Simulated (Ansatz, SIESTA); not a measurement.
## CaSnF4 (P4/mmm, 6 atoms in the cell) computed with different codes at matched settings

Relaxation of cell and atoms.

```yaml
crystal:
  lattice:
    - [4.00455, 0.00000, 0.00000]
    - [0.00000, 4.00455, 0.00000]
    - [0.00000, 0.00000, 5.78047]
  atoms:
    - { symbol: Ca, position: [0.00000, 0.00000, 0.50000] }
    - { symbol: Sn, position: [0.50000, 0.50000, 0.00000] }
    - { symbol: F, position: [0.50000, 0.00000, 0.26574] }
    - { symbol: F, position: [0.50000, 0.00000, 0.73426] }
    - { symbol: F, position: [0.00000, 0.50000, 0.26574] }
    - { symbol: F, position: [0.00000, 0.50000, 0.73426] }
```

Shared settings, as Ansatz (an electronic-structure program) writes them: kpoints.mp_grid.grid = 8 8 5; scf.occupations.method = fermi_dirac; scf.occupations.width = 0.01 eV. Potentials and cutoffs stand in the table.

```csv
code,model,final volume (Å³/atom),gap on the mesh (eV),cutoff
SIESTA,"LDA PW92, numerical atomic orbitals DZP, PseudoDojo LDA standard norm-conserving potentials (rewritten from UPF to PSML)",13.91,3.040,grid 350 Ry
Ansatz,"LDA (PW92), PAW files made with PBE",14.04,3.354,420 eV
```

Gaps are read on the mesh.

The spread over the programs that give each value: final volume within 0.13 Å³/atom; gap on the mesh within 0.314 eV.

SIESTA uses small atom-centred bases, whose incompleteness enters pressures, forces and empty levels differently from a plane-wave cutoff. The programs treat the finite-basis stress differently while the cell relaxes: Ansatz adds an estimate of it.

The starting cell comes from a database of computed structures (which also holds hypothetical and non-ambient phases and stackings), without a prior relaxation at this level.

Keys are those of Ansatz 0.2.
